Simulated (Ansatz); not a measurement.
# O on the 1x1 (101) surface of tetragonal HfO2 (a metastable polymorph) (cut with top plane O), one in a 2x1 cell, started at the site 'top O #2'

Host crystal: tetragonal HfO2, with a band gap (PBE, scalar-relativistic without spin-orbit coupling).

Method: r2SCAN, at the PBE geometry and the start's symmetry (plane waves to 500 eV, PAW; Ansatz, a first-principles code).

Set-up: 37 atoms, 7.6 Å thick at the start under the adsorbate (thin: gaps and levels are the slab's own); mesh 3x3x1; 0.01 eV smearing; dipole correction on; single point; on the structure that PBE left under its start's symmetry; spin-polarised, no spin-orbit, no U, no dispersion correction. The starting moment vanished. The program's check for a lower electronic state was not made. At the end it is bonded to Hf + O. In PBE it is, or lies within 0.03 eV of, the lowest of the starts that converged; the order may differ at this level.

```yaml
energy of the end state, in which the adsorbate paired with a surface O atom, against ½ O2(g) at the same level: 0.19 eV
change_of_the_step_from_the_bottom_to_the_top_vacuum_level_against_the_clean_slab: 0.67 eV
height of the binding atom over the mean of the host atoms within 0.3 Å of the top one: 0.812 Å
magnetic_moment_of_the_cell: 0.00 μB
note: in the relaxation the adsorbate left its starting site by 1.1 Å
```

A negative adsorption energy means that the adsorbate is more stable on the surface than in its reference.
